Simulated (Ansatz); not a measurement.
# RhGe₂ (model structure, started from the C49 type, Cmcm, No. 63, 6 atoms in the cell): properties by level of theory

```json
[
 {"level (code)": "PBE (Ansatz)", "equilibrium volume per atom (Å³/atom)": "16.04", "enthalpy of formation (eV/atom)": "-0.093"},
 {"level (code)": "PBEsol (Ansatz)", "equilibrium volume per atom (Å³/atom)": "15.33", "enthalpy of formation (eV/atom)": "___"},
 {"level (code)": "PBE-D3(BJ) (Ansatz)", "equilibrium volume per atom (Å³/atom)": "15.42", "enthalpy of formation (eV/atom)": "-0.155"}
]
```

**Question.** Some entries are withheld; supply them.

**Answer.** 
- PBEsol (Ansatz, an electronic-structure program), enthalpy of formation (eV/atom): -0.146

Ansatz's density-functional and Hartree–Fock values are scalar-relativistic unless marked +SOC, with PAW data made under PBE.

Static lattice: no zero-point or thermal effects.

A model structure was made by putting elements into a prototype or built by hand; it is no filed structure, need not be a known phase, and can be a saddle point held by its symmetry.
